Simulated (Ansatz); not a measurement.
Start from TiO2 in the rutile structure (space group P4_2/mnm, No. 136; a = 4.6434 Å, c = 2.9638 Å). Axes: x, y, z lie along a, b, c of the conventional cell.

Level of theory: Kohn–Sham DFT with the PBE functional, run in Ansatz (an electronic-structure program) with PAW and 420 eV plane waves, no SOC.

One thing is altered: every lattice vector is shortened by 2.43 %; the atoms relax in the strained cell.

Question: Predict the stress tensor and what it implies for the stiffness.

Answer: Stress of the strained cell less that of the base (GPa, compression positive):
```
  17.14    0.00    0.00
   0.00   17.14    0.00
   0.00    0.00   21.77
```

Then B = −ΔP/(ΔV/V₀) with ΔV/V₀ = -0.0711 gives secant stiffness values (nonlinear terms included at this strain): B (at held cell shape, above the free-shape value) ≈ 263 GPa.

As a check, the harmonic strain energy −½ V₀ Δσ:ε is 45 meV/atom; the computed energy rise is 41 meV/atom.

Stability against distortions was not tested. All final runs are without spin polarisation.
